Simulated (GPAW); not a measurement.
Worked example: self-consistent single point of CaGaSiH (P3m1, 4 atoms in the cell) in GPAW.

Method of the run: LDA (Perdew-Wang 92), GPAW PAW datasets LDA (gpaw-data 1.0.1) (plane waves; GPAW 25.7.0).

```
CELL_PARAMETERS angstrom
      4.09110     0.00000     0.00000
     -2.04555     3.54300     0.00000
      0.00000     0.00000     4.76280
ATOMIC_POSITIONS crystal
  Ca 0.00000 0.00000 0.00000
  Ga 0.66667 0.33333 0.55680
  Si 0.33333 0.66667 0.43370
  H  0.66667 0.33333 0.92500
```

Reference input (self-consistent single point, DFT PBEsol, plane waves, GPAW PAW datasets PBEsol (made by gpaw-setup)): mode = pw; ecut = 850 eV; xc = PBEsol; kpts = 6 6 5; mesh shift (steps) = 0 0 0; occupations.name = fermi-dirac; occupations.width = 0.02 eV; nbands = -8; convergence.forces = 0.001 eV/Å; convergence.bands = -6; symmetry.symmorphic = false; symmetry.tolerance = 0.0005. This run's input differs from it in these lines:

```diff
@@ -15,3 +15,3 @@
 calc = GPAW(mode=PW(850),
-            xc='PBEsol',
+            xc='LDA',
             kpts={'size': (6, 6, 5), 'gamma': True},
```

Its files differ too (potentials: GPAW PAW datasets LDA (gpaw-data 1.0.1)).

The program printed (abridged):

```
     iter     time        total  log10-change:
                         energy   eigst   dens  force
iter:   1 --:--:--   -17.211410   +0.57
iter:   2 --:--:--   -17.283806   -0.09  -1.00
iter:   3 --:--:--   -17.032870   -0.47  -1.03
iter:   4 --:--:--   -17.044966   -0.81  -1.34
iter:   5 --:--:--   -17.017765   -1.81  -1.66
iter:   6 --:--:--   -17.014105   -2.13  -1.91
iter:   7 --:--:--   -17.009156c  -2.64  -2.22
iter:   8 --:--:--   -17.008857c  -3.51  -2.66
iter:   9 --:--:--   -17.008857c  -3.96  -3.02
iter:  10 --:--:--   -17.008708c  -4.20  -3.02
iter:  11 --:--:--   -17.008707c  -4.20  -3.53
iter:  12 --:--:--   -17.008704c  -4.41  -3.58
iter:  13 --:--:--   -17.008701c  -5.58  -3.82
iter:  14 --:--:--   -17.008700c  -6.73  -4.10c
iter:  15 --:--:--   -17.008700c  -7.00  -4.17c
iter:  16 --:--:--   -17.008700c  -7.51c -4.29c
iter:  17 --:--:--   -17.008700c  -7.04  -4.36c
iter:  18 --:--:--   -17.008700c  -7.48c -4.44c -2.54
iter:  19 --:--:--   -17.008700c  -8.64c -4.59c -3.77c
Converged after 19 iterations.

Dipole moment: (0.095748, -0.055280, 0.980616) |e|*Ang

Energy contributions relative to reference atoms: (reference = -79145.311099)

Kinetic:        +26.397344
Potential:      -20.533269
External:        +0.000000
XC:             -22.296005
Entropy (-ST):   -0.000001
Local:           -0.576770
SIC:             +0.000000
--------------------------
Free energy:    -17.008700
Extrapolated:   -17.008700

Showing only first 2 kpts
 Kpt  Band  Eigenvalues  Occupancy
  0     7      4.71326    2.00000
  0     8      4.71330    2.00000
  0     9      6.55806    0.00000
  0    10      8.40634    0.00000

  1     7      4.86732    2.00000
  1     8      4.86736    2.00000
  1     9      6.78543    0.00000
  1    10      7.59687    0.00000

Fermi level: 5.55070

Gap: 0.378 eV
Transition (v -> c):
   [... lines left out ...]
Direct gap: 1.267 eV
   [... lines left out ...]
Energy (eV): -17.0087

Forces in eV/Ang:
  0 Ca    0.00000    0.00000   -0.02620
  1 Ga    0.00000    0.00000   -0.10944
  2 Si   -0.00000    0.00000   -0.03936
  3 H     0.00000    0.00000    0.17496

Stress tensor:
     0.021286    -0.000000     0.000000
    -0.000000     0.021286    -0.000000
     0.000000    -0.000000     0.018122
Stress (GPa, Voigt): [ 3.4103  3.4103  2.9035 -0.      0.     -0.    ]
```

The run converged in 19 iterations. GPAW prints stress with tension positive. Against the reference run the pressure goes from -1.05 to -3.24 GPa, the largest force goes from 0.223 to 0.175 eV/Å and the gap on the mesh goes from 0.409 to 0.378 eV.

The starting cell comes from a database of computed structures (which also holds hypothetical and non-ambient phases and stackings), without a prior relaxation at this level. With a pressure of about -3 GPa the cell is away from its equilibrium volume at this level.

Cost on one core of a shared machine: roughly 40 s.
